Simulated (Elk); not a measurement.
Band structure of Al3Ir (P6_3/mmc, 8 atoms in the cell).

```yaml
crystal:
  lattice:
    - [4.37347, 0.00000, 0.00000]
    - [-2.18673, 3.78753, 0.00000]
    - [0.00000, 0.00000, 7.92811]
  atoms:
    - { symbol: Al, position: [0.00000, 0.00000, 0.25000] }
    - { symbol: Al, position: [0.00000, 0.00000, 0.75000] }
    - { symbol: Al, position: [0.33333, 0.66667, 0.57989] }
    - { symbol: Al, position: [0.66667, 0.33333, 0.42011] }
    - { symbol: Al, position: [0.66667, 0.33333, 0.07989] }
    - { symbol: Al, position: [0.33333, 0.66667, 0.92011] }
    - { symbol: Ir, position: [0.33333, 0.66667, 0.25000] }
    - { symbol: Ir, position: [0.66667, 0.33333, 0.75000] }
```

Method of the run: PBEsol, all-electron FP-LAPW, Elk's shipped species files, default APW+lo basis (Elk).

Settings: xctype = 22; stype = 0; swidth = 0.00499791 Ha; ngridk = 7 7 4; rmtscf = 0.9; maxscl = 100.

The starting cell comes from a database of computed structures (which also holds hypothetical and non-ambient phases and stackings), without a prior relaxation at this level. Its lattice was rescaled by a random factor within 2.5 % of one. Spin-orbit coupling is off. Spin polarisation is off. Values depend on the basis (sphere radii, cutoffs, local orbitals), which need not be converged.

Levels in eV from the Fermi level, bands 53 to 60:
| point | 53 | 54 | 55 | 56 | 57 | 58 | 59 | 60 |
|---|---|---|---|---|---|---|---|---|
| Γ | -0.44 | -0.44 | 0.14 | 0.70 | 1.50 | 1.50 | 2.39 | 2.39 |
| M | -3.19 | -3.10 | -1.53 | -1.45 | -0.14 | 0.90 | 2.24 | 2.36 |
| K | -2.75 | -2.31 | -2.19 | -2.19 | -0.23 | 2.91 | 3.07 | 3.07 |
| A | 0.18 | 0.18 | 0.18 | 0.18 | 0.28 | 0.28 | 2.73 | 2.73 |
| L | -2.83 | -2.83 | -2.14 | -2.14 | 0.44 | 0.44 | 1.18 | 1.18 |
| H | -2.56 | -2.56 | -2.12 | -2.12 | 0.66 | 0.66 | 1.22 | 1.22 |

Bands cross the Fermi level along this path, so the cell is metallic at this level.
